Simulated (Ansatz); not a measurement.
Habitual settings against a tight run: ZnInGaO₄ (R3m, 7 atoms in the cell)

Self-consistent single point.

```
ZnInGaO4
1.0
    1.68243     0.97135     8.87423
   -1.68243     0.97135     8.87423
    0.00000    -1.94270     8.87423
In Ga Zn O
1 1 1 4
Direct
  0.00000   0.00000   0.00000
  0.78290   0.78290   0.78290
  0.21710   0.21710   0.21710
  0.87180   0.87180   0.87180
  0.12820   0.12820   0.12820
  0.70720   0.70720   0.70720
  0.29280   0.29280   0.29280
```

Method: PBE, PAW files (plane waves; Ansatz, a quantum-chemistry and plane-wave program).

Base settings: basis.ecutwfc = 420 eV; kpoints.mp_grid.grid = 9 9 9; hamiltonian.xc = pbe; hamiltonian.pseudopotentials = {kind: paw} (the program's default PAW files); scf.occupations.method = gaussian; scf.occupations.width = 0.1 eV.

Tight run (finer mesh or higher cutoff; not a proven limit): basis.ecutwfc: 420 eV → 590 eV; kpoints.mp_grid.grid: 9 9 9 → 13 13 13; scf.convergence.dr2_threshold: default (1e-07 eV) → 1e-09 eV. It gave Fermi level (on the code's own zero) 8.56 eV; pressure -2.38 GPa; largest force (vector length) 1.706 eV/Å.

Quick runs, as changes from the base:
- A: the base itself
- B: basis.ecutwfc: 420 eV → 250 eV; kpoints.mp_grid.grid: 9 9 9 → 6 6 6; kpoints.mp_grid.shift: default → 0.5 0.5 0.5
- C: basis.ecutwfc: 420 eV → 250 eV; kpoints.mp_grid.grid: 9 9 9 → 1 1 1; kpoints.mp_grid.shift: default → 0.5 0.5 0.5; scf.convergence.dr2_threshold: default (1e-07 eV) → 0.001 eV
- D: basis.ecutwfc: 420 eV → 250 eV; kpoints.mp_grid.grid: 9 9 9 → 3 3 3
- E: basis.ecutwfc: 420 eV → 335 eV; kpoints.mp_grid.grid: 9 9 9 → 6 6 6; kpoints.mp_grid.shift: default → 0.5 0.5 0.5; scf.convergence.dr2_threshold: default (1e-07 eV) → 0.001 eV
- F: basis.ecutwfc: 420 eV → 335 eV; kpoints.mp_grid.grid: 9 9 9 → 2 2 2; scf.occupations.method: gaussian → cold; scf.occupations.width: 0.1 eV → 0.272 eV

Energies are extrapolated to zero smearing width, which holds to low order in the width alone.

The count of work is k-points × plane waves × bands × iterations; it is no time. 

Pressures in the table are Ansatz's without its Pulay estimate, at a fixed set of plane waves; the tight run's value above holds the estimate.

The starting cell was generated: these elements placed on a structure prototype, without a prior relaxation; it need not be a known phase or ordering of this composition. Its lattice was rescaled by a random factor within 2.5 % of one. In the base run, forces exceed 1 eV/Å. The run gives no clean gap (levels at the Fermi energy touch, overlap or are partly filled at this smearing), which alone does not show that the compound is a metal.

| run | energy less tight (meV/atom) | pressure less tight (GPa) | largest miss in a force vector (eV/Å) | count of work / tight |
|---|---|---|---|---|
| A | 3.4 | -0.36 | 0.005 | 0.17 |
| B | 1133.8 | -80.69 | 0.235 | 0.026 |
| C | 3117.4 | -46.28 | 2.567 | 0.00065 |
| D | 1160.1 | -81.07 | 0.250 | 0.0056 |
| E | 65.2 | -6.53 | 0.042 | 0.023 |
| F | 206.5 | -4.99 | 0.444 | 0.0061 |

Among the runs at the tight run's level, the energy misses run from 3.4 to 3117.4 meV/atom.

Keys are those of Ansatz 0.2.
